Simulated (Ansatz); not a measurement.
Consider a 12-atom supercell of Sr in the fcc (Cu type) structure (space group Fm-3m, No. 225) at its relaxed geometry.

```
CELL_PARAMETERS angstrom
      0.00000     6.10016     6.10016
      6.10016    -6.10016     6.10016
      6.10016     6.10016     0.00000
ATOMIC_POSITIONS crystal
  Sr 0.00000 0.00000 0.00000
  Sr 0.00000 0.00000 0.50000
  Sr 0.16667 0.33333 0.16667
  Sr 0.16667 0.33333 0.66667
  Sr 0.33333 0.66667 0.33333
  Sr 0.33333 0.66667 0.83333
  Sr 0.50000 0.00000 0.00000
  Sr 0.50000 0.00000 0.50000
  Sr 0.66667 0.33333 0.16667
  Sr 0.66667 0.33333 0.66667
  Sr 0.83333 0.66667 0.33333
  Sr 0.83333 0.66667 0.83333
```

Computed with r2SCAN/PAW in Ansatz (a program for electronic structure), no SOC, earlier PAW set.

Base values:

| Quantity | Value |
|---|---|
| Pressure | 0.0 GPa |
| Mean distance from the defect site to its nearest host atoms | 4.31 Å |

Now apply this change: one Sr atom is removed, atoms relaxed at fixed cell, starting from a slightly rattled geometry.

**Question.** What happens to the pressure?

**Answer.** The pressure goes from zero to -0.2 GPa.

**Question.** How does this affect the mean distance from the defect site to its nearest host atoms?

**Answer.** The mean distance from the defect site to its nearest host atoms shrinks by 0.01 Å to 4.30 Å.

**Question.** How does this affect the largest displacement of a host atom from its site in the perfect cell?

**Answer.** The largest displacement of a host atom from its site in the perfect cell comes out as 0.04 Å.

The cell is small, so the values are those of an ordered compound at a high defect concentration; dilute-limit values will differ. The defect cell is not spin-polarised.
